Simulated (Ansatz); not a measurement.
Ag: response to strain

Start from Ag in the fcc (Cu type) structure (space group Fm-3m, No. 225; relaxed with 0.1 eV smearing).

```
CELL_PARAMETERS angstrom
      0.00000     2.05214     2.05214
      2.05214     0.00000     2.05214
      2.05214     2.05214     0.00000
ATOMIC_POSITIONS crystal
  Ag 0.00000 0.00000 0.00000
```

Cartesian axes are those of the cell as printed.

Strains are applied to the cell and any free atomic positions relax.

The values are results of Ansatz (a quantum-chemistry and plane-wave program) r2SCAN, no spin-orbit coupling, not measurements.

Notes on the quantities. energy relative to the base: free energy F; pressure: mean of the normal stresses, compression positive.

```json
[
 {"case": "base", "energy relative to the base": "0 meV/atom", "pressure": "0.0 GPa", "shortest interatomic distance": "2.902 Å"},
 {"case": "tensor shear ε_xy = +1.43 %", "energy relative to the base": "+2.0 meV/atom", "pressure": "0.1 GPa", "shortest interatomic distance": "2.861 Å"},
 {"case": "tensor shear ε_xy = +0.29 %", "energy relative to the base": "+0.1 meV/atom", "pressure": "0.0 GPa", "shortest interatomic distance": "2.894 Å"},
 {"case": "tensor shear ε_xy = +0.57 %", "energy relative to the base": "+0.3 meV/atom", "pressure": "0.0 GPa", "shortest interatomic distance": "2.886 Å"},
 {"case": "tensor shear ε_xy = +1.14 %", "energy relative to the base": "+1.3 meV/atom", "pressure": "0.1 GPa", "shortest interatomic distance": "2.869 Å"},
 {"case": "tensor shear ε_xy = +1.71 %", "energy relative to the base": "+2.9 meV/atom", "pressure": "0.2 GPa", "shortest interatomic distance": "2.853 Å"},
 {"case": "tensor shear ε_xy = +2.00 %", "energy relative to the base": "+4.0 meV/atom", "pressure": "0.2 GPa", "shortest interatomic distance": "2.844 Å"},
 {"case": "tensor shear ε_xy = +0.86 %", "energy relative to the base": "+0.7 meV/atom", "pressure": "0.0 GPa", "shortest interatomic distance": "2.877 Å"}
]
```

No phonon test of stability was made.
